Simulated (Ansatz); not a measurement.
An Ansatz (a quantum-chemistry and plane-wave program) input (PBEsol (Ansatz; PAW; 420 eV plane waves; spin-orbit coupling left out)):

Ansatz 0.2 input:
```yaml
crystal:
  lattice:
    - [3.8614604404, 0, 0]
    - [0, 3.8614604404, 0]
    - [1.9307302202, -1.9307302202, 2.7100882592]
  atoms:
    - { symbol: Si, position: [0, 0, 0] }
    - { symbol: Si, position: [0.75, 0.75, 0.5] }
basis: { ecutwfc: 420, ecutrho_ratio: 4, xc_grid: 2, fft_grid_basis: typed }
kpoints: { mp_grid: { grid: [11, 11, 11] } }
hamiltonian:
  xc: pbesol
  dispersion: none
  pseudopotentials: { kind: paw }
scf: { occupations: { method: fermi_dirac, width: 0.05 } }
relax: { f_tol: 0.005, max_steps: 50, cell: { stress_tol: 0.01, fix: [a, b, gamma] } }
output: { forces: true, stress: true }
checkpoint: { write: state.ck, write_every: 1000 }
```

Which symmetry and how many k-points will the program report, and about how many plane waves at Γ?

Space group I41/amd (ITA 141) with 16 operations, k-points 126 of 1331, and 781 plane waves at Γ.

And the final pressure?

-0.56 GPa (compression positive).

The cells carry an imposed strain or load. Stability against distortions was not tested. The cell was made from Si in the diamond structure (space group Fd-3m, No. 227) by this change: biaxial strain +0.50 %, plane normal [001], relaxed out of plane.
